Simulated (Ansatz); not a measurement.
The starting structures come from a database of crystals and need not be the phases stable at ambient conditions.

 Where the default PAW files enter, the runs use the earlier of Ansatz's two default sets.

Tunnelling through a barrier is set by its complex band structure: the current falls as exp(−2κd) with the smallest κ.

Consider the following.

```
CELL_PARAMETERS angstrom
      3.85195     0.00000     0.00000
      0.00000     5.57256     0.00000
      0.00000     0.00000    11.92615
ATOMIC_POSITIONS crystal
  Pb 0.52867 0.60907 0.63580
  Pb 0.02867 0.39093 0.36420
  Pb 0.02867 0.89093 0.13580
  Pb 0.52867 0.10907 0.86420
  C  0.02877 0.61944 0.89712
  C  0.52877 0.38056 0.10288
  C  0.52877 0.88056 0.39712
  C  0.02877 0.11944 0.60288
  N  0.52876 0.17484 0.06132
  N  0.02876 0.82516 0.93868
  N  0.02876 0.32516 0.56132
  N  0.52876 0.67484 0.43868
  N  0.52878 0.07604 0.35068
  N  0.02878 0.92396 0.64932
  N  0.02878 0.42396 0.85068
  N  0.52878 0.57604 0.14932
```

Space group of this cell: Pnma. The cell was relaxed by PBE-D3(BJ); by r2SCAN its mean pressure is -1.5 GPa.

Transport runs along the normal of the first two printed cell vectors.

No gap correction and no spin-orbit coupling; mid-gap values are interpolated between computed energies.

Task: Predict the band gap and the smallest decay constant κ at mid-gap from r2SCAN in Ansatz (an electronic-structure program).

Result: Gap 1.96 eV on a 8×6×4 mesh; κ = 0.300 1/Å, at (0.000, 0.500) of the in-plane reciprocal vectors. At the zone centre, at the nearest computed energy, the slowest state has κ = 0.35 1/Å.
